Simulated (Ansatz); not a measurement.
Partial pair distribution functions of a relaxed model of amorphous Si24O50Ge, broadened by 0.06 Å; density 2.32 g/cm³. Level of theory: PBE, scalar-relativistic without spin-orbit coupling (plane waves to 420 eV, PAW; Ansatz, an electronic-structure program).

The cell was made by melting and quenching with the CHGNet potential and then relaxed with DFT. O atoms were pushed apart under 1.9 Å during the dynamics, to hinder bonds among them. The hot cell started wider than the set density and was brought back towards it in steps. It is the lowest in DFT energy of 2 quenches. It is a model cell: composition and starting density were chosen by hand, and all elements were melted together. No dispersion term was used. Its density started from a set value of 2.27 and ended at 2.32 g/cm³. Cooling (nominally 320 K/ps over its main leg) ran many orders faster than in experiment, which tends to leave more defects and strain. A cell of this size samples the disorder only roughly. Volume and shape were free in the relaxation.

```csv
r (Å),g Si-O,g O-Ge,g Si-Si,g O-O
1.40,0.02,0.00,0.00,0.00
1.50,1.75,0.00,0.00,0.00
1.60,14.81,0.36,0.00,0.00
1.70,9.38,8.17,0.00,0.00
1.80,0.44,12.68,0.00,0.00
1.90,0.00,1.33,0.00,0.00
2.00,0.00,0.01,0.00,0.00
2.10,0.00,0.00,0.00,0.00
2.20,0.00,0.00,0.00,0.00
2.30,0.00,0.00,0.00,0.00
2.40,0.00,0.00,0.00,0.08
2.50,0.00,0.00,0.00,1.51
2.60,0.00,0.00,0.02,5.06
2.70,0.06,0.00,0.57,5.48
2.80,0.18,0.00,2.21,2.60
2.90,0.20,0.00,2.57,0.96
3.00,0.31,0.00,2.73,0.71
3.10,0.27,0.00,3.91,0.58
3.20,0.61,0.00,2.63,0.38
3.30,0.99,0.05,0.72,0.43
3.40,1.03,1.15,0.06,0.35
3.50,1.02,2.64,0.02,0.49
3.60,1.22,1.64,0.22,0.66
3.70,1.34,2.37,0.23,0.72
3.80,1.49,1.26,0.38,0.70
3.90,1.77,0.56,0.78,0.53
4.00,1.71,2.26,0.51,0.54
4.10,1.92,1.75,0.57,0.77
4.20,1.92,0.39,0.78,0.72
4.30,1.41,1.44,1.02,0.65
4.40,1.03,1.32,0.92,1.07
4.50,0.64,2.16,0.98,1.18
4.60,0.51,2.05,1.15,1.20
4.70,0.62,0.63,1.11,1.24
4.80,0.59,0.03,1.23,1.19
4.90,0.60,0.19,1.15,1.21
5.00,0.63,0.54,1.06,1.47
```

Within 1.90 Å each Si has 4.00 O neighbours on average.
